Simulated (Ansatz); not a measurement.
Abridged Ansatz (a quantum-chemistry and plane-wave program) output:

```
Relaxation: its limit of steps is 60 (relax.max_steps)
Pseudopotential: Rh, paw, valence charge 17
Crystal: 1 atoms, lattice volume = 13.063 Å³
Basis set: ecut = 420 eV, 259 PW (Γ), exchange–correlation on 36×36×36 points (8 copies of the dense FFT grid, shifted against one another)
Bands: 13, of which v1, the nominal top of the filled ones, is band 9 counted from 1 (8 counted from 0)
Symmetry: 48 space group operations
k-points: 286 of 9261
Functional: x = pbe(κ = 0.804, μ = 0.2195149727645171), c = pbe(β = 0.06672455060314922)
SCF iter   1: F=—  HF=-6402.830090 eV  |F-HF|=—  |Δ(HF+E_count)|=         —  Δρ=3.09e-3  dr2=3.59e-4  ethr=1.77e-3  ⟨swp⟩=5.2  Hψ=20880  notcnv=0
SCF iter   2: F=—  HF=-6402.830320 eV  |F-HF|=—  |Δ(HF+E_count)|=   2.30e-4  Δρ=1.56e-3  dr2=6.48e-5  ethr=2.11e-6  ⟨swp⟩=2.4  Hψ=8033  notcnv=0
SCF 1 converged in 6 iterations: F = -6402.830405 eV  dr2 = 2.15e-10
relax step   1: F+E_penalty+E_count = -6402.83040496 eV  Δ(F+E_penalty+E_count) = +0.000e0 eV  max|allowed force component| = 0.000e0 eV/Å  Δτ_max = 0.0000 Å  P = +22.500 GPa  Ω = 13.063 Å³  (6 SCF iters, dr2 threshold 1.00e-7 eV, accepted)
[... steps on the carried basis left out ...]
relax step   7: F+E_penalty+E_count = -6402.78922077 eV  Δ(F+E_penalty+E_count) = -5.821e-11 eV  max|allowed force component| = 0.000e0 eV/Å  Δτ_max = 0.0000 Å  P = +30.000 GPa  Ω = 12.811 Å³  stress off target by 8.74e-6 GPa  SCF on the basis re-selected at this cell (its energy is not comparable with the rows above)  (4 SCF iters)
SCF converged after 4 iterations
Free energy (F): -6402.789221 eV
Internal energy: -6402.780075 eV  (E = F + TS)
E sigma→0 (E₀):  -6402.784648 eV
Entropy (-TS):   -0.009146 eV (-9.146 meV/atom)
Fermi energy:    24.495497 eV
--- Forces (eV/Å), atoms counted from 1 ---
  atom   1  Rh    -0.00000000    -0.00000000    -0.00000000
--- Stress (GPa, compression-positive) ---
       29.999991       0.000000      -0.000000
        0.000000      29.999991      -0.000000
       -0.000000      -0.000000      29.999991
  P = ⅓ Tr σ = 30.0000 GPa (300.000 kbar)
--- Relaxed structure (5 steps of the walk, 4 accepted, 2 SCFs on fresh bases) ---
  cell:  # Å, volume = 12.8105 Å³
    - [-8.15309284755803e-34, 1.8571433510583815, 1.8571433510583817]
    - [1.8571433510583815, -1.1210316067295386e-33, 1.8571433510583817]
    - [1.8571433510583815, 1.8571433510583815, -7.133520846053826e-34]
  atoms:
    - { symbol: Rh, position: [0.0, 0.0, 0.0] }
```

### Question
What was computed, and what are the main results?

### Answer
Rh, 1 atom in the cell, with PBE (Ansatz, PAW, scalar-relativistic without spin-orbit coupling), from a series relaxed to a target (pressure 30 GPa). The last SCF converged to F = -6402.789221 eV, or -6402.7892 eV per atom, at a pressure of 30.00 GPa. The total energy compares only with runs of the same code, potentials and settings.

Load acts through the strain it causes; cell and atoms are relaxed under it. Whether these cells are dynamically stable was not tested. No other phases were tried under pressure. The final runs are not spin-polarised. The cell was made from Rh in the fcc (Cu type) structure (space group Fm-3m, No. 225) by this change: pressure 30 GPa.

Keys are those of Ansatz 0.2.
